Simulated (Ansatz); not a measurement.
**zinc-blende InAs: the defect Sb on the As site**

The numbers are results of PBE, PAW (plane waves to 420 eV; Ansatz, a quantum-chemistry and plane-wave program), not measurements. Cell and caveats: 64-site cell; 2×2×2 shifted k-points; start: the As site; no spin–orbit coupling; the functional closes the host's gap; finite-size errors of tenths of an eV.

Neighbours after relaxation, in Å: of the Sb atom: In 2.81, In 2.81, In 2.81, In 2.81.

Formation energies E_f are those of the neutral cell. Chemical conditions: In-rich (Δμ(As) = -0.48 eV, Δμ(Sb) = -0.25 eV, bounded by zinc-blende InSb; only phases computed here count, gases as isolated molecules at 0 K). Reference phases: As: rhombohedral As, Sb: rhombohedral Sb.

```tsv
charge	moment (μB)	largest move off a lattice site (Å)	E_f, In-rich (eV)
0	not spin-polarised	0.13	0.15
```
